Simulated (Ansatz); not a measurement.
Results of r²SCAN0 (Ansatz, a quantum-chemistry and plane-wave program, PAW) for PbS (model structure, started from the zincblende type, F-43m, No. 216, 2 atoms in the cell).

The input as run:

Ansatz 0.2 input:
```yaml
crystal:
  lattice:
    - [0.0, 3.2715074159, 3.2715074159]
    - [3.2715074159, 0.0, 3.2715074159]
    - [3.2715074159, 3.2715074159, 0.0]
  atoms:
    - { symbol: S, position: [0.75, 0.75, 0.75] }
    - { symbol: Pb, position: [0.0, 0.0, 0.0] }
basis:
  ecutwfc: 520
  ecutrho_ratio: 4
  xc_grid: 3
kpoints:
  mp_grid: { grid: [6, 6, 6] }
  band_path: { path: [[0, 0, 0], [0.25, -0.5, -0.25]], npoints: 1 }
hamiltonian:
  xc: r2scan0
  dispersion: none
  pseudopotentials: { kind: paw }
scf:
  occupations: { method: fermi_dirac, width: 0.01 }
  convergence: { dr2_threshold: 0.0000000002 }
output:
  forces: true
  stress: true
  eigenvalues: true
  write_bands: true
```

### Question
How many irreducible k-points, plane waves at Γ does the program set up, and what pressure does the run end with?

### Answer
16 irreducible k-points, 1917 plane waves at Γ; P = 0.82 GPa, so the cell is compressed on average and its volume would grow at this level.

The run printed, among other lines:

```
WARN output.stress: scf.exx.energy_threshold = 1e-6 eV is looser than the 2e-8 eV advised for a stress under a hybrid functional (1e-8 eV for each atom of the …
Crystal: 2 atoms, lattice volume = 70.028 Å³
Basis set: ecut = 520 eV, 1917 PW (Γ), exchange–correlation on 108×108×108 points (27 copies of the dense FFT grid, shifted against one another)
Bands: 14, of which v1, the nominal top of the filled ones, is band 10 counted from 1 (9 counted from 0)
Symmetry: 24 space group operations
Space group: F-43m (ITA 216), of the structure as read, at distance tolerance 4.1e-5 Å
k-points: 16 of 216 (time reversal used)
Functional: x = r2scan, c = r2scan; τ floored in thin density (d = 2e-4 eV/Å³), warm-up for x = 0.75 r2scan + 0.25 exact, c = r2scan; τ floored in thin density (d = 2e-4 eV/Å³)
SCF iter   1: F=—  HF=-12827.491941 eV  |F-HF|=—  |Δ(HF+E_count)|=         —  Δρ=5.03e-3  dr2=1.63e-2  dr2_τ=3.78e-3
SCF iter   2: F=—  HF=-12827.497236 eV  |F-HF|=—  |Δ(HF+E_count)|=   5.30e-3  Δρ=2.01e-3  dr2=1.86e-3  dr2_τ=1.16e-4
  ...
Crystal: 2 atoms, lattice volume = 70.028 Å³
Initial density: handed on by an earlier stage of this run
Functional: x = 0.75 r2scan + 0.25 exact, c = r2scan; τ floored in thin density (d = 2e-4 eV/Å³)
Crystal: 2 atoms, lattice volume = 70.028 Å³
SCF iter   5: F=—  HF=-12824.597355 eV  |F-HF|=—  |Δ(HF+E_count)|=   5.73e-9  Δρ=7.92e-7  dr2=2.88e-10  dr2_τ=1.23e-11
SCF iter   6: F=-12824.597355 eV  HF=-12824.597355 eV  |F-HF|=7.28e-12  |Δ(HF+E_count)|=  1.09e-11  Δρ=7.23e-8  dr2=5.01e-11  dr2_τ=3.47e-13
SCF 3 converged in 6 iterations: F = -12824.597355 eV  dr2 = 5.01e-11
Free energy (F): -12824.597355 eV
Internal energy: -12824.597355 eV  (E = F + TS)
E sigma→0 (E₀):  -12824.597355 eV
Fermi energy:    5.223730 eV
--- Stress (GPa, compression-positive) ---
        0.823473       0.000000      -0.000000
        0.000000       0.823473       0.000000
       -0.000000       0.000000       0.823473
  P = ⅓ Tr σ = 0.8235 GPa (8.235 kbar)
```

The PAW data were made under PBE.

Note: the relaxation could raise the start's symmetry but not lower it, so the cell can be a saddle point. Note: cell and atoms aren't relaxed at this level (pressure 0.8 GPa).

A model structure was made by putting elements into a prototype or built by hand; it is no filed structure, need not be a known phase, and can be a saddle point held by its symmetry.
